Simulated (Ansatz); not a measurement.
**A computed series for ZnSnN2: pressure series**

Take ZnSnN$_{2}$ (space group Pna2_1, No. 33) as the base.

Space group Pna2₁ (No. 33); a = 5.906 Å, b = 6.805 Å, c = 5.537 Å, α = β = γ = 90.00°

```csv
atom,site,symmetry,x,y,z
Zn,4a,1,0.4170,0.1250,0.4989
Sn,4a,1,0.0874,0.1250,0.9993
N,4a,1,0.0825,0.1260,0.3783
N,4a,1,0.0803,0.6239,0.3735
```

Cell and atoms are relaxed at each pressure.

Level of theory: PBE (Ansatz, an electronic-structure program), no SOC.

```csv
P (GPa),V (Å³/atom)
0.29,13.876
0.69,13.836
1.50,13.753
3.00,13.609
5.00,13.429
7.50,13.221
10.00,13.029
```

### Question
Fit a third-order Birch–Murnaghan equation of state.

### Answer
Least squares on P(V) = (3B₀/2)[(V₀/V)^(7/3) − (V₀/V)^(5/3)]·[1 + (3/4)(B₀′ − 4)((V₀/V)^(2/3) − 1)] gives V₀ = 13.91 Å³/atom, B₀ = 132 GPa and B₀′ = 4.6.

Load acts through the strain it causes; cell and atoms are relaxed under it. Whether these cells are dynamically stable was not tested. No other phases were tried under pressure.
